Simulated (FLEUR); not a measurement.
FLEUR run on Rb₃Ge (I4/mmm, 4 atoms in the cell): self-consistent single point.

Method of the run: PBEsol, all-electron FLAPW (FLEUR), scalar-relativistic valence.

```
Rb3Ge
1.0
   -3.14943     3.14943     4.86351
    3.14943    -3.14943     4.86351
    3.14943     3.14943    -4.86351
Rb Ge
3 1
Direct
  0.75000   0.25000   0.50000
  0.25000   0.75000   0.50000
  0.50000   0.50000   0.00000
  0.00000   0.00000   0.00000
```

Reference input (self-consistent single point, DFT, LDA (Perdew-Zunger), all-electron FLAPW (FLEUR), scalar-relativistic valence): Kmax = 3.8 1/bohr; GmaxXC = 11.4 1/bohr; xcFunctional = pz; jspins = 1; l_soc = F; mode = hist; fermiSmearingEnergy = 0.00183747 Htr; mesh (inpgen div1-3) = 6 6 6; inpgen gamma flag = true; Gmax = 11.4 1/bohr; numbands = 0; maxIterBroyd = 25. This run's input differs from it in these lines:

```diff
@@ -16,3 +16,3 @@
 &comp jspins=1 /
-&exco xctyp='pz' /
+&exco xctyp='PBEs' /
 &kpt div1=6 div2=6 div3=6 gamma=t /
@@ -29,3 +29,3 @@
       <coreElectrons ctail="T" frcor="F" kcrel="0" coretail_lmax="0"/>
-      <xcFunctional name="pz" relativisticCorrections="F"/>
+      <xcFunctional name="PBEs" relativisticCorrections="F"/>
       <magnetism jspins="1"/>
```

Log, with long lists cut:

```
 Iteration:     1   Distance:       3.26304640 me/bohr^3
 Iteration:     2   Distance:       2.81047824 me/bohr^3
 Iteration:     3   Distance:       1.40322793 me/bohr^3
 Iteration:     4   Distance:       0.89135066 me/bohr^3
 Iteration:     5   Distance:       0.85729108 me/bohr^3
   [... 9 lines left out ...]
 Iteration:    15   Distance:       0.00010634 me/bohr^3
 Iteration:    16   Distance:       0.00001463 me/bohr^3
 Iteration:    17   Distance:       0.00001271 me/bohr^3
 Iteration:    18   Distance:       0.00000258 me/bohr^3
 Run finished successfully
 Stop message:
   Structural relaxation: Done

[file out, last iteration]
             iter=     19
[...]
          total density-effective poten   -1.7793468880E+04
          total charge density-energy d   -3.7508296524E+02
 Updated energy parameters for spin:           1
[...]
 fermi energy and band-weighting factors:

[...]
FERMIE:
          first approx. to ef    (T=0)  :   0.107694 htr   (energy of the highest occ. eigenvalue)
          number of occ. states  (T=0)  :        608
          first approx. to seigv (T=0)  : -19.196501 htr
          sum of weights of occ. states :  20.500000
          sum of semicore charge        :   0.000000 e
FERHIS:  Fermi-Energy by histogram:
          bandgap                     :   0.000053 htr
   [... lines left out ...]
          charge neutrality (T=0)     :   0.000000    (zero if the highest occ. eigenvalue is "entirely" occupied)
     EF_NEWTON:  Adjust Fermi-Energy by Newton-Method.
 Direct bandgap for spin            1 :    1.7556644467766891E-003  Htr
 ---->    free energy=                    -11036.4395861030 htr
   [... lines left out ...]
 TOTAL FORCE FOR ATOM TYPE=  1  X=  5.952   Y=  0.000   Z= -4.595
                       FX_TOT= 0.000000 FY_TOT= 0.000000 FZ_TOT= 0.000000
 TOTAL FORCE FOR ATOM TYPE=  2  X=  0.000   Y=  0.000   Z=  9.191
                       FX_TOT= 0.000000 FY_TOT= 0.000000 FZ_TOT= 0.000000
 TOTAL FORCE FOR ATOM TYPE=  3  X=  0.000   Y=  0.000   Z=  0.000
                       FX_TOT= 0.000000 FY_TOT= 0.000000 FZ_TOT= 0.000000
 Structural relaxation: Done
```

The run converged in 18 iterations. FLEUR gives forces in its relaxation mode, with a further iteration, so its stop message speaks of a relaxation. 

The starting cell comes from a database of computed structures (which also holds hypothetical and non-ambient phases and stackings), without a prior relaxation at this level. Its lattice was rescaled by a random factor within 2.5 % of one. Values depend on the basis (sphere radii, cutoffs, local orbitals), which need not be converged. The log's line on a gap gives a spacing of levels on this mesh, which the program prints for metals too.

Cost on one core of a shared machine: roughly 5 min.
